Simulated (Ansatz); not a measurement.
The reference is GaSb in the zinc blende structure (space group F-43m, No. 216; a = 6.132 Å).

Computed with plane-wave PAW DFT at the r2SCAN level (Ansatz, a program for electronic structure, 500 eV), spin-orbit coupling left out.

For the base:

| Quantity | Value |
|---|---|
| Valley order | Γ 0.41 eV; L along ⟨111⟩ 0.68 eV; a point along ⟨100⟩, about 0.9 Å⁻¹ from Γ 1.10 eV |

Perturbation: 0.0577 electrons added to each cell, a density of 1.0×10^21 cm⁻³, with a uniform compensating background at fixed cell and a 300 K Fermi–Dirac width.

What does the calculation give for the Fermi level from band edge and valley order after the change?

The Fermi level relative to the doped band's edge (positive inside the band; to 0.05 eV) comes out as +0.70 eV; the valley order (the lowest conduction-band minima on the path, energy above the VBM, named in the base's zone) changes from Γ 0.41 eV; L along ⟨111⟩ 0.68 eV; a point along ⟨100⟩, about 0.9 Å⁻¹ from Γ 1.10 eV to Γ 0.41 eV; L along ⟨111⟩ 0.67 eV; a point along ⟨100⟩, about 0.9 Å⁻¹ from Γ 1.08 eV.

Charged cell with a jellium background: band edges are those of the host's band count, energies are not comparable with the neutral cell, and many-body gap narrowing is missing. Spin-orbit coupling, missing from the scalar runs, can matter with Sb. The levels and masses belong to the bands next to the band gap. Whether these cells are dynamically stable was not tested.
